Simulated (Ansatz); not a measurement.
# Ge under a change: isotropic strain −2.56 %

Consider Ge (space group I4_1/amd, No. 141; a = 5.1167 Å, c = 2.8052 Å; a cell from a computed database, its experimental status unchecked; relaxed with 0.1 eV smearing).

One thing is altered: the cell is scaled by 0.9744 in all directions, atoms relaxed at fixed cell.

Computed with PBEsol (Ansatz, a first-principles code, PAW, spin-orbit coupling left out). Settings: 23×23×23 k-points, 0.1 eV Fermi–Dirac smearing.

```json
[
 {"quantity": "volume per atom", "base": "18.36 Å³", "changed": "16.99 Å³", "shift": "-1.37 Å³"},
 {"quantity": "energy relative to the base (free energy F)", "base": "0 meV/atom", "changed": "+29 meV/atom", "shift": "+29 meV/atom"},
 {"quantity": "band gap", "base": "zero", "changed": "zero", "shift": "–"}
]
```

Whether these cells are dynamically stable was not tested. This is not the structure that Ge has at room temperature and ambient pressure.
